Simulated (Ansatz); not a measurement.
System: Sb₂TeO₂ (model structure, started from the Bi2O2Se type, I4/mmm, No. 139, 5 atoms in the cell). Method: PBEsol in Ansatz (PAW).

Settings: plane-wave cutoff 520 eV, 20×20×20 k mesh, Fermi–Dirac smearing 0.05 eV, scalar-relativistic PAW data made under PBE.

Cell (relaxed at this level):

```
CELL_PARAMETERS angstrom
     -1.92723     1.92723     6.14082
      1.92723    -1.92723     6.14082
      1.92723     1.92723    -6.14082
ATOMIC_POSITIONS crystal
  Sb 0.34752 0.34752 0.00000
  Sb 0.65248 0.65248 0.00000
  O  0.75000 0.25000 0.50000
  O  0.25000 0.75000 0.50000
  Te 0.00000 0.00000 0.00000
```

Predict the bulk modulus.


- bulk modulus = 80.8 GPa

The run finds no gap.

Note: the bulk modulus is −V dP/dV from two relaxed cells at ±2 % in volume; the relaxation could raise the start's symmetry but not lower it, so the cell can be a saddle point.

Spin–orbit coupling is not included; it can open a gap where bands touch, and shift volumes and moduli.

Cost on a shared machine: about 11 core-minutes (a rough figure).

A model structure was made by putting elements into a prototype or built by hand; it is no filed structure, need not be a known phase, and can be a saddle point held by its symmetry.

Ansatz is a quantum-chemistry and plane-wave program.
